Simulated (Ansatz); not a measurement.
Defect: C vacancy in 4H silicon carbide strained by -1.5 % along x and y, z held, charge state +2. Level of theory: PBE, PAW (plane waves to 420 eV; Ansatz, a quantum-chemistry and plane-wave program).

72-site cell at the strained lattice (strain from the relaxed PBE one, atoms relaxed), a 2×2×2 k-point mesh shifted by half a step along c, smearing 0.01 eV, spin-restricted, no finite-size correction. Energies are static. The charge state is imposed; whether it is stable for some Fermi level was not computed. Forms of the defect that were not tried may lie lower.

The step: a nearby C atom hops onto the vacant site; the atom moves 3.07 Å along (-0.33, -0.66, 0.25) of the unit cell; the moving atom starts with neighbours Si at 1.82, 2 Si at 1.87, Si at 1.93 Å and ends with Si at 1.85, 2 Si at 1.87, Si at 1.90 Å.

Task: Estimate the migration barrier of this step that PBE, PAW returns for this input.

Result: 5.02 eV forward and 4.96 eV backward. At the saddle the moving atom has neighbours Si at 1.79, 2 Si at 2.17, 2 Si at 2.21 Å. The saddle point's order was not checked, and it lies on a symmetry element of the cell, where a band can be held.
